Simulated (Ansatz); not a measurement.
# A computed series for Hf: response to strain

Start from Hf in the hcp (Mg type) structure (space group P6_3/mmc, No. 194; a = 3.117 Å, c = 4.950 Å; relaxed with 0.1 eV smearing). Axes: x lies along a and z along c of the hexagonal cell.

Strains are applied to the cell and any free atomic positions relax.

Computed with LDA (Ansatz, a first-principles code, PAW, no spin-orbit coupling).

Notes on the quantities. pressure: mean of the normal stresses, compression positive; energy relative to the base: free energy F.

```
change                          volume per atom  pressure  energy relative to the base
------------------------------  ---------------  --------  ---------------------------
base                                   20.83 Å³   0.0 GPa                   0 meV/atom
uniaxial strain ε_zz = −2.50 %         20.31 Å³   3.4 GPa                +9.2 meV/atom
uniaxial strain ε_zz = −2.00 %         20.41 Å³   2.7 GPa                +5.8 meV/atom
uniaxial strain ε_zz = −1.50 %         20.52 Å³   2.0 GPa                +3.2 meV/atom
uniaxial strain ε_zz = −1.00 %         20.62 Å³   1.3 GPa                +1.4 meV/atom
uniaxial strain ε_zz = −0.50 %         20.73 Å³   0.6 GPa                +0.4 meV/atom
uniaxial strain ε_zz = +1.00 %         21.04 Å³  -1.2 GPa                +1.4 meV/atom
uniaxial strain ε_zz = +1.50 %         21.14 Å³  -1.8 GPa                +3.0 meV/atom
uniaxial strain ε_zz = +2.50 %         21.35 Å³  -2.9 GPa                +8.3 meV/atom
uniaxial strain ε_zz = +3.00 %         21.45 Å³  -3.5 GPa                 +12 meV/atom
```

Stability against distortions was not tested. The final runs are not spin-polarised.
